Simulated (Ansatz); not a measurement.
Input and output of a relaxation of cell and atoms for KVF₃ (Pm-3m, 5 atoms in the cell) (Ansatz, an electronic-structure program).

Method of the run: LDA (PW92), default PAW files made with PBE (plane waves; Ansatz).

The change in words: atoms on their sites; basis.ecutwfc: 420 eV → 250 eV; relax: default → cell and atoms. Reference geometry:
```
KVF3
1.0
    4.15001     0.00000     0.00000
    0.00000     4.15001     0.00000
    0.00000     0.00000     4.15001
K V F
1 1 3
Cartesian
  0.00000   0.00000   0.05000
  2.07500   2.07500   2.07500
  0.00000   2.07500   2.07500
  2.07500   0.00000   2.07500
  2.07500   2.07500   0.00000
```
Moments meant for the start (each program seeds them in its own way; μB, in the order of the atoms K V F F F): 0.0 2.0 0.0 0.0 0.0.

Reference input (self-consistent single point, DFT, LDA (PW92), plane waves, default PAW files made with PBE): basis.ecutwfc = 420 eV; kpoints.mp_grid.grid = 5 5 5; hamiltonian.xc = lda; hamiltonian.pseudopotentials = {kind: paw} (the program's default PAW files); magnetization.spin_polarized = true; scf.occupations.method = fermi_dirac; scf.occupations.width = 0.01 eV. This run's input differs from it in these lines:

Ansatz 0.2 input:
```diff
@@ -7,3 +7,3 @@
   atoms:
-    - { symbol: K, position_ang: [0.00000000, 0.00000000, 0.04999928] }
+    - { symbol: K, position_ang: [0.00000000, 0.00000000, 0.00000000] }
     - { symbol: V, position_ang: [2.07500350, 2.07500350, 2.07500350], spin: 2.0 }
@@ -13,3 +13,3 @@
 basis:
-  ecutwfc: 420.0 eV
+  ecutwfc: 250.0 eV
 kpoints:
@@ -27,2 +27,4 @@
     width: 0.01 eV
+relax:
+  cell: {}
 output:
```

Log, with long lists cut:

```
   [... SCF lines of the steps left out ...]
relax step   1: F+E_penalty+E_count = -6731.69984572 eV  Δ(F+E_penalty+E_count) = +0.000e0 eV  max|allowed force component| = 2.643e-29 eV/Å  Δτ_max = 0.0000 Å  P = -11.942 GPa  Ω = 71.474 Å³  (12 SCF iters, dr2 threshold 1.00e-7 eV, accepted)
relax step   2: F+E_penalty+E_count = -6736.22151392 eV  Δ(F+E_penalty+E_count) = -4.522e0 eV  max|allowed force component| = 9.716e-30 eV/Å  Δτ_max = 0.0000 Å  P = +38.509 GPa  Ω = 64.415 Å³  energy of the carried Pulay correction = +5.086e0 eV  (8 [...]
   [... lines left out ...]
relax step 119: F+E_penalty+E_count = -6732.01544790 eV  Δ(F+E_penalty+E_count) = +1.357e-2 eV  max|allowed force component| = 5.785e-29 eV/Å  Δτ_max = 0.0000 Å  P = -0.000 GPa  Ω = 62.430 Å³  energy of the carried Pulay correction = -1.358e-2 eV  [...]
relax step 120: F+E_penalty+E_count = -6732.01544791 eV  Δ(F+E_penalty+E_count) = -5.121e-9 eV  max|allowed force component| = 2.346e-29 eV/Å  Δτ_max = 0.0000 Å  P = +0.183 GPa  Ω = 62.430 Å³  stress off target by 1.83e-1 GPa  SCF on the basis [...]
basis re-selected at this cell: Δ(F+E_penalty+E_count) = -5.121e-9 eV, ΔP = +0.183 GPa vs the last step
   [... lines left out ...]
Absolute magnetization: 3.0395 μB (∫|ρ↑−ρ↓|, with the PAW one-centre terms)
Free energy (F): -6732.015448 eV
Fermi energy:    10.772308 eV
Error: variable-cell relaxation did not converge after 120 `relax_step` rows, as none of its last 54 fresh-basis SCF(s) at a relaxed cell met both thresholds with a finite energy. The last misses `relax.cell.stress_tol`: largest allowed force component 2.35e-29 eV/Å (`relax.f_tol` 1.00e-2 eV/Å), stress off the target on the free part of the cell 1.83e-1 GPa (`relax.cell.stress_tol` 5.00e-2 GPa), F+E_penalty+E_count -6732.01544791 eV. The closest is row 60, whose structure comes with this error. Larger ratio of force or stress to its threshold at each such SCF whose figures are numbers: 204.201, 153.121, 106.166, 56.170, 29.991, 5.928, 6.803, 7.288, 4.808, 5.381, 5.861, 6.358, [...]
   [... lines left out ...]
to start a new deck from the relaxed geometry:
  cell:  # Å, volume = 62.3960 Å³
    - [3.9663012117830845, -1.360659474824455e-31, 1.6550960459577798e-33]
    - [-1.360659474824455e-31, 3.9663012117830845, 1.5407439555097887e-33]
    - [1.1415147274545177e-33, 1.5397408669970872e-33, 3.9663012117830845]
  atoms:
    - { symbol: K, position: [-1.1754232785386173e-44, 4.4324749483358825e-45, 4.0741875146461696e-45] }
    - { symbol: V, position: [0.5, 0.5, 0.5] }
    - { symbol: F, position: [2.9141859244018673e-44, 0.5, 0.5] }
    - { symbol: F, position: [0.5, 5.195170368653445e-45, 0.5] }
    - { symbol: F, position: [0.5, 0.5, 5.647444921836406e-46] }
```

The relaxation ended unconverged. 

The starting cell comes from a database of computed structures (which also holds hypothetical and non-ambient phases and stackings), without a prior relaxation at this level. Its lattice was rescaled by up to half a per cent. The cutoff lies below the one recommended for these files.

Cost on one core of a shared machine: roughly 2 min.
